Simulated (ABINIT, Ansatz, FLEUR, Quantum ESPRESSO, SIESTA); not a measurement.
**KI (Fm-3m, 2 atoms in the cell) computed with different codes at matched settings**

Self-consistent single point.

```
KI
1.0
    0.00000     3.53500     3.53500
    3.53500     0.00000     3.53500
    3.53500     3.53500     0.00000
K I
1 1
Direct
  0.00000   0.00000   0.00000
  0.50000   0.50000   0.50000
```

Shared settings, as Ansatz (a quantum-chemistry and plane-wave program) writes them: kpoints.mp_grid.grid = 4 4 4; magnetization.spin_orbit = true; scf.occupations.method = fermi_dirac; scf.occupations.width = 0.05 eV. Potentials and cutoffs stand in the table.

```json
[
 {"code": "Ansatz", "model": "PBE with spin-orbit coupling, default PAW files", "pressure (GPa)": "0.57", "gap on the mesh (eV)": "3.642", "cutoff": "default"},
 {"code": "SIESTA", "model": "GGA PBE with spin-orbit coupling, numerical atomic orbitals DZP, PseudoDojo PBE fully relativistic norm-conserving potentials (rewritten from UPF to PSML)", "pressure (GPa)": "–", "gap on the mesh (eV)": "3.611", "cutoff": "grid 400 Ry"},
 {"code": "FLEUR", "model": "PBE, all-electron FLAPW (FLEUR), scalar-relativistic valence with spin-orbit coupling in second variation", "pressure (GPa)": "–", "gap on the mesh (eV)": "3.680", "cutoff": "Kmax 3.8 1/bohr"},
 {"code": "Quantum ESPRESSO", "model": "PBE, spin-orbit coupling, PseudoDojo fully relativistic norm-conserving (PBE) pseudopotentials", "pressure (GPa)": "0.58", "gap on the mesh (eV)": "3.637", "cutoff": "75 Ry"},
 {"code": "ABINIT", "model": "PBE, spin-orbit coupling, norm-conserving pseudopotentials (PseudoDojo nc-fr-04 PBE standard)", "pressure (GPa)": "0.58", "gap on the mesh (eV)": "3.637", "cutoff": "37 Ha"}
]
```

A dash marks a value that a program does not give, or that is left out as unsure.

Gaps are read on the mesh.

The spread over the programs that give each value: pressure within 0.01 GPa; gap on the mesh within 0.069 eV.

SIESTA uses small atom-centred bases, whose incompleteness enters pressures, forces and empty levels differently from a plane-wave cutoff. FLEUR treats all electrons, but the usual bases taken here (sphere radii, linearisation, local orbitals, empty states) were not tested for convergence, so the values are no reference for the others. Ansatz's pressure is given at a fixed set of plane waves, as the other plane-wave codes print theirs.

The starting cell has typed, rounded lattice constants, without a prior relaxation at this level.

Left out of this page: Elk (with a known weakness of the program).

Keys are those of Ansatz 0.2.
